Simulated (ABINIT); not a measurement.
Band structure of TiZn (Pm-3m, 2 atoms in the cell).

```xyz
2
Lattice="3.1237 0.0000 0.0000 0.0000 3.1237 0.0000 0.0000 0.0000 3.1237" Properties=species:S:1:pos:R:3 pbc="T T T"
Ti     1.5619     1.5619     1.5619
Zn     0.0000     0.0000     0.0000
```

Method: PBEsol, PAW (JTH v2.0 PBE PAW, files made for PBE) (plane waves; ABINIT).

Settings: pseudos = [Ti.GGA_PBE-JTH.xml, Zn.GGA_PBE-JTH.xml]; ecut = 30 Ha; pawecutdg = 60 Ha; pawxcdev = 0; ixc = -116133; occopt = 3; tsmear = 0.1 eV; ngkpt = 7 7 7; nshiftk = 1; shiftk = 0 0 0; potentials = JTH v2.0 PBE PAW; kptopt = 1; nstep = 80.

The starting cell comes from a database of computed structures (which also holds hypothetical and non-ambient phases and stackings), without a prior relaxation at this level. Spin polarisation is off. The potentials were made for another functional than the one used.

Levels in eV from the Fermi level, bands 9 to 16:
```
point      9     10     11     12     13    14    15    16
-----  -----  -----  -----  -----  -----  ----  ----  ----
Γ      -6.89  -6.89  -0.56  -0.56   2.18  2.18  2.18  6.34
X      -6.83  -4.55  -4.28  -0.44   0.54  0.54  2.16  3.32
M      -6.62  -3.78  -0.74  -0.74  -0.23  1.46  1.46  2.89
R      -6.62  -2.34  -2.34  -2.34   2.01  2.96  2.96  5.66
```

Bands cross the Fermi level along this path, so the cell is metallic at this level.
